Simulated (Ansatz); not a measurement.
SiSe2 under a change: electrons 7.0×10^21 cm⁻³

The parent structure is SiSe₂ (space group Ibam, No. 72; a = 6.6149 Å, b = 11.2691 Å, c = 5.9326 Å; made of chains).

The change: 1.55 electrons added to each cell, a density of 7.0×10^21 cm⁻³, with a uniform compensating background at fixed cell and a 300 K Fermi–Dirac width.

Calculations: PBE, PAW, 420 eV (Ansatz, a first-principles code; no SOC). Settings: 11×11×11 k-points, 0.0259 eV Fermi–Dirac smearing.

* **Gap between the host's bands**: 1.78 eV (base 2.22 eV)
* **Gap character**: indirect, F₀ → X (base indirect, Σ₀–Γ (12 % along) → G₀–X (25 % along))
* **Largest internal atomic displacement**: 0.121 Å
* **Fermi level relative to the doped band's edge (positive inside the band; to 0.05 eV)**: +0.55 eV

Final structure:

```xyz
6
Lattice="-3.3074 5.6346 2.9663 3.3074 -5.6346 2.9663 3.3074 5.6346 -2.9663" Properties=species:S:1:pos:R:3 pbc="T T T"
Se     2.0206     4.2815     0.0000
Se    -2.0206     4.2815     2.9663
Se     5.3280     1.3530     0.0000
Se     1.2869     1.3530     2.9663
Si     0.0000     0.0000     1.4831
Si     0.0000     0.0000     4.4494
```
Cell charge -1.54783.

Carriers are added with a uniform compensating background; total energy and stress of such cells depend on the potential's zero and are not compared; many-body gap narrowing is missing at this level. No phonon test of stability was made. No dispersion term is included, though the crystal is made of layers, chains or molecules, so its spacings can come out too wide.
